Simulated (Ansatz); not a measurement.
Consider SnO (space group P4/nmm, No. 129; a = 3.7701 Å, c = 4.5598 Å; layered, stacked along the Cartesian z axis).

Structures relaxed with Ansatz (an electronic-structure program) PBEsol-D3(BJ), scalar-relativistic without spin-orbit coupling.

Base:

Simulated powder pattern, Mo Kα, λ = 0.71073 Å (kinematic, ideal powder, no thermal factors, no anomalous dispersion; the 8 strongest lines at most, above 2 %, up to 2θ = 40°):

| 2θ (°) | I/Imax (%) | hkl |
|---|---|---|
| 14.05 | 100 | (101) |
| 15.32 | 30 | (110) |
| 21.73 | 20 | (200) |
| 23.67 | 30 | (112) |
| 25.97 | 37 | (211) |
| 29.20 | 13 | (103) |
| 36.70 | 12 | (213) |
| 39.31 | 11 | (312) |

Now apply this change: a negative pressure, −1 GPa.

How do the reflections move or split?


Simulated powder pattern, Mo Kα, λ = 0.71073 Å (kinematic, ideal powder, no thermal factors, no anomalous dispersion; the 8 strongest lines at most, above 2 %, up to 2θ = 40°):

```csv
2θ (°),d (Å),I/Imax (%),hkl
13.93,2.931,100,(101)
15.25,2.677,29,(110)
21.64,1.893,19,(200)
23.41,1.752,31,(112)
25.82,1.590,37,(211)
28.79,1.430,13,(103)
36.30,1.141,12,(213)
39.04,1.064,11,(312)
```

The indices refer to the base's conventional cell; one index is shown for lines that coincide.

Load acts through the strain it causes; cell and atoms are relaxed under it. Stability against distortions was not tested. All final runs are without spin polarisation.
